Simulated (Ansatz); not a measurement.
# LiF: pressure series

Take LiF in the rock salt structure (space group Fm-3m, No. 225; a = 4.068 Å) as the base.

Cell and atoms are relaxed at each pressure.

Computed with PBE in Ansatz (plane waves to 420 eV, PAW, no spin-orbit coupling).

Candidates:
(a) pressure −1 GPa
(b) pressure 30 GPa
(c) pressure 22.5 GPa
(d) pressure 4.5 GPa

Before the change:

| Quantity | Result |
|---|---|
| Band gap | 8.83 eV |

Task: Order them by band gap, lowest first.

Result: (a) pressure −1 GPa (8.70 eV), (d) pressure 4.5 GPa (9.35 eV), (c) pressure 22.5 GPa (10.93 eV), (b) pressure 30 GPa (11.46 eV)

Load acts through the strain it causes; cell and atoms are relaxed under it. Whether these cells are dynamically stable was not tested. Competing high-pressure phases were not computed.

Ansatz is a quantum-chemistry and plane-wave program.
